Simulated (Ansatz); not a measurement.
Defect: interstitial H in fcc Pt, neutral cell. These are PBE, PAW (plane waves to 420 eV; Ansatz, a first-principles code) values and carry that method's errors.

Settings: 32 host sites, the relaxed PBE lattice, a 3×3×3 k-point mesh shifted by half a step, smearing 0.10 eV, spin-restricted, no image-charge correction. Static, classical nuclei. Spin-orbit coupling is left out. Sites that were not tried may lie lower.

Barriers: single points on a 5×5×5 k-point mesh shifted by half a step at the bands' geometries.

The step: H moves alone to another site. Atoms about the jump, Cartesian Å from the middle of the jump, before and after:

```tsv
atom	x0	y0	z0	x1	y1	z1
H1	0.35	0.35	0.35	-0.35	-0.35	-0.35
Pt2	-0.69	-0.69	1.40	-0.65	-0.65	1.41
Pt3	-0.69	1.40	-0.69	-0.65	1.41	-0.65
Pt4	1.40	-0.69	-0.69	1.40	-0.65	-0.65
Pt5	1.40	1.40	1.40	1.35	1.35	1.35
Pt6	-2.63	-0.64	-0.64	-2.65	-0.64	-0.64
Pt7	-0.64	-2.63	-0.64	-0.64	-2.65	-0.64
Pt8	-0.64	-0.64	-2.63	-0.64	-0.64	-2.65
```

Give the saddle-point geometry and the barrier.


```json
[
 {"atom": "H1", "x": "0.00", "y": "0.00", "z": "-0.01"},
 {"atom": "Pt2", "x": "-0.69", "y": "-0.69", "z": "1.43"},
 {"atom": "Pt3", "x": "-0.69", "y": "1.43", "z": "-0.70"},
 {"atom": "Pt4", "x": "1.44", "y": "-0.69", "z": "-0.70"},
 {"atom": "Pt5", "x": "1.35", "y": "1.35", "z": "1.34"},
 {"atom": "Pt6", "x": "-2.63", "y": "-0.64", "z": "-0.65"},
 {"atom": "Pt7", "x": "-0.64", "y": "-2.63", "z": "-0.65"},
 {"atom": "Pt8", "x": "-0.64", "y": "-0.64", "z": "-2.64"}
]
```
It lies 0.089 eV above the start and 0.059 eV above the end. The saddle point's order was not checked, and it lies on a symmetry element of the cell, where a band can be held.
